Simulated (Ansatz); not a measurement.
## Effect of uniaxial strain ε_zz = −4.11 % on La3Se4

Base system: La3Se4 (space group I-43d, No. 220; a = 8.950 Å). Axes: x, y, z lie along the cube axes.

Modification: the cell is compressed by 4.11 % along z with no lateral relaxation; the atoms relax in the strained cell.

The values are results of PBEsol (Ansatz, a quantum-chemistry and plane-wave program; PAW; 420 eV plane waves; scalar-relativistic without spin-orbit coupling), not measurements. Γ-centred 6×6×6 mesh, Fermi–Dirac width 0.05 eV.

Volume per atom: 24.55 Å³ (base 25.60 Å³)
Space group: I-42d (No. 122) (base I-43d (No. 220))
Shortest interatomic distance: 2.942 Å (base 3.036 Å)
Energy relative to the base (free energy F): +19 meV/atom
Pressure (mean of the normal stresses, compression positive): 3.6 GPa (base 0.0 GPa)
Band gap: zero (base zero)
Largest internal atomic displacement: 0.079 Å
Stress (xx, yy, zz, yz, xz, xy; compression positive): (2.4, 2.4, 6.0, 0.0, 0.0, 0.0) GPa (rough)

Final structure:

```xyz
14
Lattice="-4.4750 4.4750 4.2910 4.4750 -4.4750 4.2910 4.4750 4.4750 -4.2910" Properties=species:S:1:pos:R:3 pbc="T T T"
La    -2.2375     3.4352     4.2910
La     1.1977     4.4750     2.1455
La     2.2375     1.0398     4.2910
La     3.2773     4.4750    -2.1455
La     4.4750    -2.2375     3.2183
La     4.4750     2.2375     1.0728
Se     0.6699     5.1939    -0.6585
Se     2.9564     1.5676    -1.4870
Se     3.8051     3.7560     3.6325
Se     1.5186    -1.5676     2.8040
Se     5.1448    -0.7189     0.6585
Se    -1.5186     2.9074     1.4870
Se    -0.6699     0.7189     4.9495
Se     1.5186     1.5676     1.4870
```

Without a gap, meshes like the base's 6×6×6 leave anisotropic stresses uncertain by several tenths of a GPa, and small strain energies with them. No phonon test of stability was made. The final runs are not spin-polarised.
